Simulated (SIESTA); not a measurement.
Worked example: self-consistent single point of Rh (Fm-3m, 1 atom in the cell) in SIESTA.

Method of the run: GGA PBE, numerical atomic orbitals DZP, PseudoDojo PBE standard norm-conserving potentials (rewritten from UPF to PSML) in SIESTA.

The change in words: lattice scaled by 0.98. Reference geometry:
```yaml
crystal:
  lattice:
    - [0.00000, 1.90000, 1.90000]
    - [1.90000, 0.00000, 1.90000]
    - [1.90000, 1.90000, 0.00000]
  atoms:
    - { symbol: Rh, position: [0.00000, 0.00000, 0.00000] }
```

Reference input (self-consistent single point, DFT, GGA PBE, numerical atomic orbitals DZP, PseudoDojo PBE standard norm-conserving potentials (rewritten from UPF to PSML)): XC.functional = GGA; XC.authors = PBE; potentials = PseudoDojo PBE standard; PAO.BasisSize = DZP; PAO.EnergyShift = 0.01 Ry; MeshCutoff = 350 Ry; kgrid.MonkhorstPack = 15 15 15; OccupationFunction = MP; OccupationMPOrder = 0; ElectronicTemperature = 200 meV; MaxSCFIterations = 150; SCF.Mixer.Method = Pulay. This run's input differs from it in these lines:

```diff
@@ -11,5 +11,5 @@
 %block LatticeVectors
-     0.000000000    3.590479637    3.590479637
-     3.590479637    0.000000000    3.590479637
-     3.590479637    3.590479637    0.000000000
+     0.000000000    3.518670044    3.518670044
+     3.518670044    0.000000000    3.518670044
+     3.518670044    3.518670044    0.000000000
 %endblock LatticeVectors
```

Log, with long lists cut:

```
        iscf     Eharris(eV)        E_KS(eV)     FreeEng(eV)     dDmax    Ef(eV) dHmax(eV)
   scf:    1    -3177.763641    -3188.277745    -3188.294820  0.681961 -0.500190  8.766546
   scf:    2    -3189.981237    -3189.158577    -3189.176333  0.150853 -1.023658  6.882400
   scf:    3    -3191.150930    -3190.558294    -3190.583344  0.481448 -2.958598  0.109100
   scf:    4    -3190.559190    -3190.559293    -3190.584004  0.014488 -2.901924  0.133597
   scf:    5    -3190.559259    -3190.559331    -3190.584284  0.008916 -2.964906  0.010382
   scf:    6    -3190.559113    -3190.559236    -3190.584251  0.002644 -2.981851  0.036827
   scf:    7    -3190.559397    -3190.559326    -3190.584286  0.002264 -2.969416  0.000429
   scf:    8    -3190.559325    -3190.559325    -3190.584286  0.000027 -2.969572  0.000024
   scf:    9    -3190.559325    -3190.559325    -3190.584286  0.000002 -2.969565  0.000003
SCF Convergence by DM+H criterion
max |DM_out - DM_in|         :     0.0000018076
max |H_out - H_in|      (eV) :     0.0000025704
SCF cycle converged after 9 iterations

Using DM_out to compute the final energy and forces

siesta: E_KS(eV) =            -3190.5593

siesta: E_KS - E_eggbox =     -3190.5593

siesta: Atomic forces (eV/Ang):
     1   -0.000000    0.000000   -0.000000
   Tot   -0.000000    0.000000   -0.000000
   Max    0.000000
   Res    0.000000    sqrt( Sum f_i^2 / 3N )
   Max    0.000000    constrained

Stress tensor Voigt[x,y,z,yz,xz,xy] (kbar):     -281.47     -281.47     -281.47       -0.09       -0.09       -0.09
(Free)E + p*V (eV/cell)    -3188.3160
Target enthalpy (eV/cell)    -3190.5843

siesta: Program's energy decomposition (eV):
siesta: FreeEng =     -3190.584286

siesta: Stress tensor (static) (eV/Ang**3):
   [... lines left out ...]
siesta: Cell volume =         12.911272 Ang**3
siesta:         281.46967616        281.46967616  kBar
   [... lines left out ...]
               4dz2    4dxz    4dx2-y2
   1 17.000   1.879   0.163   0.292   1.968   1.968   1.968   0.321   0.321
              0.321   1.574   1.574   1.662   1.574   1.662  -0.071  -0.071

             -0.017  -0.071  -0.017

mulliken: Qtot =       17.000

Mulliken Atomic Populations:
Atom #   charge [q] valence [e]  Species
     1    -0.000000   17.000000  Rh
 Total    -0.000000
```

The run converged in 9 iterations. Against the reference run the free energy goes up by 81.9 meV/atom and the pressure goes from 6.11 to 28.15 GPa.

The starting cell has typed, rounded lattice constants, without a prior relaxation at this level. For this run, on top of that: lattice scaled by 0.98. Spin polarisation is off. Values carry the incompleteness of an atom-centred basis. With a pressure of about 28 GPa the cell is away from its equilibrium volume at this level.

Cost on one core of a shared machine: roughly 40 s.
